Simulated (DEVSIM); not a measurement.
CdS/CdTe n-p heterojunction

System: CdS/CdTe n-p heterojunction, at 300 K.

```
layer (left to right)  material  thickness (μm)  Nd (cm⁻³)  Na (cm⁻³)  τn (s)  τp (s)
---------------------  --------  --------------  ---------  ---------  ------  ------
1                           CdS           0.410     1.1e18          -  3.9e-9  3.9e-9
2                          CdTe           0.950          -     1.8e15  3.9e-9  3.9e-9
```

Left contact: ohmic. Right contact: ohmic. Voltage is applied to the left contact. Recombination: SRH at mid-gap, radiative. Mobility is constant in doping.

Constants are typed, rounded textbook-type inputs, not results; the design itself was drawn at random and stands for no fabricated device. Values at 300 K.

| parameter | CdS | CdTe |
|---|---|---|
| gap (eV) | 2.4 | 1.5 |
| affinity (eV) | 4.3 | 4.28 |
| permittivity | 9 | 10.2 |
| Nc (cm⁻³) | 2.2e18 | 8e17 |
| Nv (cm⁻³) | 1.8e19 | 1.8e19 |
| μn (cm²/Vs) | 300 | 1000 |
| μp (cm²/Vs) | 25 | 80 |
| B (cm³/s) | 1e-10 | 1e-10 |

DEVSIM, 1D drift-diffusion, Boltzmann statistics, complete ionisation; no tunnelling, impact ionisation, image-force lowering or self-heating. Band offsets follow the typed affinities; no thermionic-emission limit at abrupt steps, no polarisation charge.

| Item | Result |
|---|---|
| Potential step across the device at zero bias | 1.224 V |
| Largest field in the device at zero bias | 44000 V/cm |
| Dark forward voltage at 1 A/cm² | 0.980 V |
| Dark forward voltage at 100 A/cm² | 1.121 V |

Dark reverse current:

```tsv
V (V)	J (A/cm²)
0.40	4.0e-10
1.00	7.7e-10
2.00	1.1e-9
3.00	1.3e-9
4.00	1.4e-9
6.00	1.6e-9
8.00	1.6e-9
10.00	1.7e-9
13.00	1.7e-9
16.00	1.7e-9
20.00	1.8e-9
```

Small-signal capacitance in reverse bias (quasi-static):

```json
[
 {"V (V)": "0.4", "C (nF/cm²)": "9.82"},
 {"V (V)": "1", "C (nF/cm²)": "9.55"},
 {"V (V)": "2", "C (nF/cm²)": "9.49"},
 {"V (V)": "3", "C (nF/cm²)": "9.47"},
 {"V (V)": "4", "C (nF/cm²)": "9.46"},
 {"V (V)": "6", "C (nF/cm²)": "9.45"},
 {"V (V)": "8", "C (nF/cm²)": "9.44"},
 {"V (V)": "10", "C (nF/cm²)": "9.43"},
 {"V (V)": "13", "C (nF/cm²)": "9.41"},
 {"V (V)": "16", "C (nF/cm²)": "9.39"},
 {"V (V)": "20", "C (nF/cm²)": "9.37"}
]
```
